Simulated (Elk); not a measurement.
## A self-consistent single point of Tl (P6_3/mmc, 2 atoms in the cell) with Elk

Level of theory: PBE, all-electron FP-LAPW, Elk's shipped species files, default APW+lo basis in Elk.

Input:

```
tasks
  0

xctype
  20

stype
  0

swidth
  0.00999582

maxscl
  100

scale
  6.729299029

avec
    1.0000000000    0.0000000201    0.0000000000
   -0.5000000174    0.8660253937    0.0000000000
    0.0000000000    0.0000000000    1.6145297429

sppath
  './'

atoms
  1
  'Tl.in'
  2
  0.3333333333  0.6666666667  0.2500000000    0.0 0.0 0.0
  0.6666666667  0.3333333333  0.7500000000    0.0 0.0 0.0

ngridk
  7 7 4
```

Log, with long lists cut:

```
│ Elk code version 10.2.4 │

All units are atomic (Hartree, Bohr, etc.)

│ Ground-state run starting from atomic densities │

Lattice vectors :
   6.729299029      0.1352589105E-06   0.000000000
  -3.364649632       5.827743841       0.000000000
   0.000000000       0.000000000       10.86465343

Unit cell volume      :    426.0751092
Brillouin zone volume :   0.5821748516

Muffin-tin inner radius fraction :   0.1000000000E-01

Nuclei treated as point charges

Species :    1 (Tl)
 parameters loaded from : Tl.in
 name : thallium
 nuclear charge    :   -81.00000000
 electronic charge :    81.00000000
 atomic mass :    372567.9640
 muffin-tin radius :    2.800000000
 number of radial points in muffin-tin :    697
 atomic positions (lattice), magnetic fields (Cartesian) :
   1 :   0.33333333  0.16666667  0.25000000    0.00000000  0.00000000  0.00000000
   2 :  -0.33333333 -0.16666667 -0.25000000    0.00000000  0.00000000  0.00000000

Total number of atoms per unit cell :    2

Spin treatment :
 spin-unpolarised

Number of Bravais lattice symmetries :   24
Number of crystal symmetries         :   24
Crystal has inversion symmetry
Real symmetric eigensolver will be used

k-point grid :      7     7     4
k-point offset :    0.000000000       0.000000000       0.000000000
k-point set is reduced with full crystal symmetry group
Total number of k-points :       24

Muffin-tin radius times maximum |G+k| :    7.000000000
 using average radius
Maximum |G+k| for APW functions       :    2.500000000
Maximum (1/2)|G+k|²                   :    3.125000000
Maximum |G| for potential and density :    12.00000000
 potential will be trimmed for |G| > 2 gkmax
Constant for pseudocharge density :    8
Radial integration step length :    4

G-vector grid sizes :     27    27    42
Number of G-vectors :    12407

Maximum angular momentum used for
 APW functions                      :    8
 outer part of muffin-tin           :    6
 inner part of muffin-tin           :    1

Total nuclear charge    :   -162.0000000
Total core charge       :    124.0000000
Total valence charge    :    38.00000000
Total excess charge     :    0.000000000
Total electronic charge :    162.0000000

Effective Wigner radius, rₛ :   0.8563030943

Number of empty states         :    8
Total number of valence states :   27
Total number of core states    :  124

Total number of local-orbitals :   34

Exchange-correlation functional :     20     0     0
 Perdew-Burke-Ernzerhof, Phys. Rev. Lett. 77, 3865 (1996)
 gradient requirement :    1
 generalised gradient approximation (GGA)

Smearing type :    0
 Gaussian
Smearing width :   0.9995820000E-02
Effective electronic temperature (K) :    3156.430308

Mixing type :    3
 Broyden mixing, J. Phys. A: Math. Gen. 17, L317 (1984)

Kohn-Sham potential initialised from atomic data

│ Self-consistent loop started │
│ Loop number : 1 │
 total energy                :     -40579.2005870
│ Loop number : 2 │
 total energy                :     -40579.4025502
RMS change in Kohn-Sham potential (target) :   0.2061637270     (  0.1000000000E-05)
Absolute change in total energy (target)   :   0.2019631564     (  0.1000000000E-03)
│ Loop number : 3 │
 total energy                :     -40579.5462555
RMS change in Kohn-Sham potential (target) :   0.1906515297     (  0.1000000000E-05)
Absolute change in total energy (target)   :   0.1941960939     (  0.1000000000E-03)
│ Loop number : 4 │
 total energy                :     -40578.6806305
RMS change in Kohn-Sham potential (target) :   0.1130397234     (  0.1000000000E-05)
Absolute change in total energy (target)   :   0.8170759993     (  0.1000000000E-03)
│ Loop number : 5 │
 total energy                :     -40577.8511610
RMS change in Kohn-Sham potential (target) :   0.4140400123E-01 (  0.1000000000E-05)
Absolute change in total energy (target)   :    1.033738412     (  0.1000000000E-03)
│ Loop number : 6 │
 total energy                :     -40577.5352663
RMS change in Kohn-Sham potential (target) :   0.1086158933E-01 (  0.1000000000E-05)
Absolute change in total energy (target)   :   0.5743293272     (  0.1000000000E-03)
│ Loop number : 7 │
 total energy                :     -40577.4298390
RMS change in Kohn-Sham potential (target) :   0.1533812120E-03 (  0.1000000000E-05)
Absolute change in total energy (target)   :   0.2490096186     (  0.1000000000E-03)
│ Loop number : 8 │
 total energy                :     -40577.4190321
RMS change in Kohn-Sham potential (target) :   0.1093824170E-03 (  0.1000000000E-05)
Absolute change in total energy (target)   :   0.7305931010E-01 (  0.1000000000E-03)
│ Loop number : 9 │
 total energy                :     -40577.4086655
RMS change in Kohn-Sham potential (target) :   0.7066359942E-04 (  0.1000000000E-05)
Absolute change in total energy (target)   :   0.2863146916E-01 (  0.1000000000E-03)
│ Loop number : 10 │
 total energy                :     -40577.3913974
RMS change in Kohn-Sham potential (target) :   0.6370074309E-05 (  0.1000000000E-05)
Absolute change in total energy (target)   :   0.2442600330E-01 (  0.1000000000E-03)
│ Loop number : 11 │
 total energy                :     -40577.3907529
RMS change in Kohn-Sham potential (target) :   0.7869609200E-06 (  0.1000000000E-05)
Absolute change in total energy (target)   :   0.6750909924E-02 (  0.1000000000E-03)
│ Loop number : 12 │
 total energy                :     -40577.3908883
RMS change in Kohn-Sham potential (target) :   0.5717249954E-06 (  0.1000000000E-05)
Absolute change in total energy (target)   :   0.1552418456E-02 (  0.1000000000E-03)
│ Loop number : 13 │
 total energy                :     -40577.3908897
RMS change in Kohn-Sham potential (target) :   0.2815306110E-06 (  0.1000000000E-05)
Absolute change in total energy (target)   :   0.3866108455E-03 (  0.1000000000E-03)
│ Loop number : 14 │
 total energy                :     -40577.3908713
RMS change in Kohn-Sham potential (target) :   0.2090993415E-07 (  0.1000000000E-05)
Absolute change in total energy (target)   :   0.1150615135E-03 (  0.1000000000E-03)
│ Loop number : 15 │
 total energy                :     -40577.3908730
RMS change in Kohn-Sham potential (target) :   0.1430508108E-07 (  0.1000000000E-05)
Absolute change in total energy (target)   :   0.2708652028E-04 (  0.1000000000E-03)
Convergence targets achieved

│ Loop number : 16 │

Energies :
 Fermi                       :     0.161208445058
 sum of eigenvalues          :     -25061.4742401
 electron kinetic            :      47028.6990271
 core electron kinetic       :      46569.1547853
 Coulomb                     :     -86841.9107325
 Coulomb potential           :     -71090.2917094
 nuclear-nuclear             :     -2621.04278482
 electron-nuclear            :     -97351.4441860
 Hartree                     :      13130.5762383
 Madelung                    :     -51296.7648778
 xc potential                :     -999.881557792
 exchange                    :     -754.293808799
 correlation                 :     -9.88535942473
 total energy                :     -40577.3908736

Density of states at Fermi energy :    41.02576446
 (states/Hartree/unit cell)

Estimated indirect band gap :   0.6285761786E-02
 from k-point      6 to k-point     12
Estimated direct band gap   :   0.1521384335E-01
 at k-point      6

Charges :
 core                        :    124.0000000
 valence                     :    38.00000000
 interstitial                :    2.963151435
 muffin-tins (core leakage)
  species :    1 (Tl)
   atom    1                 :    79.51842428     (  0.3726814774E-04)
   atom    2                 :    79.51842428     (  0.3726814774E-04)
 total in muffin-tins        :    159.0368486
 total calculated charge     :    161.9980676
 total charge                :    162.0000000
 error                       :   0.1932374654E-02

│ Self-consistent loop stopped │
```

The run converged in 16 iterations. The count includes the last loop, which Elk runs after its targets are met.

The starting cell comes from a database of computed structures (which also holds hypothetical and non-ambient phases and stackings), without a prior relaxation at this level. Its lattice was rescaled by a random factor within 2.5 % of one. Spin-orbit coupling is off. Values depend on the basis (sphere radii, cutoffs, local orbitals), which need not be converged. The log's line on a gap gives a spacing of levels on this mesh, which the program prints for metals too.
